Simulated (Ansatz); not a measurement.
Consider a periodic stack without vacuum, hcp Ru (0 0 1) on corundum (0 0 1) (film strained to the substrate, faces as cut): substrate slab Al12O18, film Ru18, surface cells [[1, 0], [0, 1]] and [[-1, 1], [-1, -2]], film strained by +2.0 and +2.0 %, faces Al/Al and Ru/Ru as cut (like faces can put a slab off its formula). Its start:

```xyz
48
Lattice="4.8088 0.0000 0.0020 -2.4044 4.1645 -0.0061 -1.9920 -0.7287 28.1545" Properties=species:S:1:pos:R:3 pbc="T T T"
Al    -0.0066    -0.0051     3.3318
Al     2.3975     1.3817     1.7252
Al    -0.0069     2.7713     3.0519
Al     2.3997     1.3843     5.1727
O      3.2748    -0.0524     2.1796
O      0.7152     1.3394     2.1753
O      1.4831     2.7792     4.3232
O     -0.7563     4.0566     4.3213
O     -0.7423     1.4790     4.3241
O     -1.6080     2.8598     2.1741
Al     2.3978     1.3924     7.8551
Al    -0.0041     2.7735     5.6699
Al    -0.0049     0.0001     7.3488
Al    -0.0102     2.7889     9.5249
O      0.9300     1.3897     6.5044
O     -1.6714     2.6580     6.5030
O      1.4597     0.0033     8.6776
O     -0.7385     1.2820     8.6786
O      1.6576     2.9026     8.6748
O      3.1329     0.1127     6.5070
Al    -0.0194     2.8057    12.1461
Al    -0.0140     0.0172    10.0384
Al     2.3842     1.4147    11.8614
Al    -0.0267     0.0399    13.6060
O     -1.5019     2.7846    10.8530
O      3.1174    -0.0773    10.8573
O     -0.8954     1.4478    12.9861
O      1.5874     2.7251    13.0164
O      1.6464     0.0745    13.0137
O      0.7402     1.5187    10.8548
Ru     2.0723     1.9586    16.3080
Ru    -0.3115     0.5297    16.1585
Ru    -0.3348     3.3416    16.2895
Ru     0.4259     2.0022    18.3210
Ru     2.8549     0.6242    18.3231
Ru    -1.9755     3.4185    18.3151
Ru    -2.7858     2.0401    20.4402
Ru    -0.3811     0.6539    20.4947
Ru    -0.3773     3.4313    20.4524
Ru     0.4232     2.0592    22.5592
Ru    -1.9933     0.6667    22.5648
Ru    -1.9822     3.4355    22.5537
Ru    -2.7842     2.0584    24.7162
Ru    -0.3783     0.6648    24.6873
Ru    -0.3825     3.4405    24.7154
Ru     0.4187     2.0326    26.7485
Ru    -1.9678     0.6661    26.7392
Ru    -1.9851     3.4612    26.7528
```

The start was prepared with a machine-learned potential, and the result is one local minimum, with the in-plane cell held and forces under 0.04 eV/Å; the film can end far from its bulk form.

Level of theory: PBE (plane waves to 420 eV, PAW; Ansatz, an electronic-structure program). No spin–orbit coupling; the runs are not spin-polarised; PBE gaps are too small against experiment. Its k-point mesh 6×6×1, Fermi–Dirac width 0.05 eV.

Problem. Predict the relaxed interface.

Solution. 
| Property | Result |
|---|---|
| interface area | 20.0 Å² |
| period | 26.28 Å |
| gaps between the outermost planes at the two interfaces | 1.96 and 1.96 Å |
| Al–Ru contacts across the interfaces within 1.22 times the sum of covalent radii | 6, mean 2.59 Å |
| O–Ru contacts across the interfaces within 1.22 times the sum of covalent radii | 6, mean 2.44 Å |
